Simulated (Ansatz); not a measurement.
The decay constant κ of evanescent states in the gap governs leakage through a thin film.

Data:

```
Cu2O
1.0
    4.24670     0.00000     0.00000
    0.00000     6.00574     0.00000
    0.00000     3.00287     3.00287
Cu O
4 2
Direct
  0.25000   0.75000   0.50000
  0.75000   0.75000   0.00000
  0.25000   0.25000   0.50000
  0.75000   0.25000   0.00000
  0.50000   0.50000   0.00000
  0.00000   0.00000   0.00000
```

The cell is taken as given; by PBEsol it stands under a pressure of -2.2 GPa.

Transport runs along the normal of the first two printed cell vectors, the (110) plane of the conventional cell.

The gap is the functional's own. No spin-orbit coupling. Mid-gap values are those at the computed energy nearest the middle.

Question: Estimate the band gap and the smallest decay constant κ at mid-gap that PBEsol run with Ansatz (an electronic-structure program) returns for this system.

Answer: Gap 0.52 eV on a 10×10×10 mesh; κ = 0.092 1/Å, at the zone centre.
